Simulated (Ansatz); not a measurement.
## Zr: energy against strain

Zr (hcp, P6_3/mmc, 23.509 Å³/atom at rest, c along z) under a strain ε along c (axis z), the other axes held. r2SCAN in Ansatz, a plane-wave DFT program (PAW, default set), 500 eV, 20×20×11 Γ-centred mesh, Fermi-Dirac smearing 0.10 eV; ions are relaxed within the symmetry of each cell.

Here s stands for strain and y for E less E0.

```csv
strain (%),E less E0 (meV/atom)
-3.00,?
-1.50,2.45
-1.00,0.97
-0.50,0.17
0.00,0.00
0.50,0.45
1.00,1.51
1.50,3.15
```

Question: Fit y against s with a parabola, and predict the withheld value at s = -3.00.

Answer: Least squares gives y = -0.002 + 0.2471·s + 1.2448·s². Residuals (row less fit): 0.022, -0.026, -0.016, 0.002, 0.017, 0.020, -0.019; standard error 0.025 (degrees of freedom: 4). Twice the quadratic coefficient over the volume, 2 × 1.2448 meV × 10⁴ × 0.1602 / 23.509 Å³, is the elastic constant C33 = 170 ± 1.5 GPa. At the withheld row, y = -0.002 + 0.2471 × (-3.0) + 1.2448 × (-3.0)² = 10.460 meV/atom. The calculation gives 11.01 meV/atom, 0.550 meV/atom above the prediction (5.0 % of the range of y in the table). The row lies outside the fitted rows, so this is an extrapolation. From the scatter of the fitted rows alone, a prediction at this place has a standard error of 0.095 meV/atom, so the miss is 5.8 times that.

One order more, fitted to all 13 runs of the series, follows each within 0.01, so the miss is the next term of a smooth law. In a metal these values are sensitive to mesh and smearing; energies are taken to zero smearing, stresses follow the free energy. Rows are the converged runs of the series near zero and its far end; series whose fitted rows scatter by over a few per cent of the range, as at a crossing or softening among them, aren't shown in this form. Most that stay on the fit to the last digits aren't either.
